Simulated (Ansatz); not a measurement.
System: Ru₃Ir (model structure, started from the A15 type, Pm-3n, No. 223, 8 atoms in the cell). Method: LDA in Ansatz (PAW).

Numerical settings: plane-wave cutoff 520 eV, 12×12×12 k mesh, Fermi–Dirac smearing 0.05 eV, no spin polarisation, scalar-relativistic PAW data made under PBE.

Cell (relaxed at this level):

```
IrRu3
1.0
    4.78103     0.00000     0.00000
    0.00000     4.78103     0.00000
    0.00000     0.00000     4.78103
Ru Ir
6 2
Direct
  0.25000   0.00000   0.50000
  0.75000   0.00000   0.50000
  0.00000   0.50000   0.25000
  0.00000   0.50000   0.75000
  0.50000   0.25000   0.00000
  0.50000   0.75000   0.00000
  0.00000   0.00000   0.00000
  0.50000   0.50000   0.50000
```

### Question
What does this level give for the bulk modulus B0?

### Answer

* **bulk modulus B0**: 349 GPa

Note: the run has no spin polarisation, so it can have missed a magnetic state; the bulk modulus is −V dP/dV from two relaxed cells at ±2 % in volume; the relaxation could raise the start's symmetry but not lower it, so the cell can be a saddle point.

Spin–orbit coupling is not included.

Computed values are for the static lattice.

It cost very roughly 3 core-minutes of CPU time.

A model structure was made by putting elements into a prototype or built by hand; it is no filed structure, need not be a known phase, and can be a saddle point held by its symmetry.

Ansatz is a quantum-chemistry and plane-wave program.
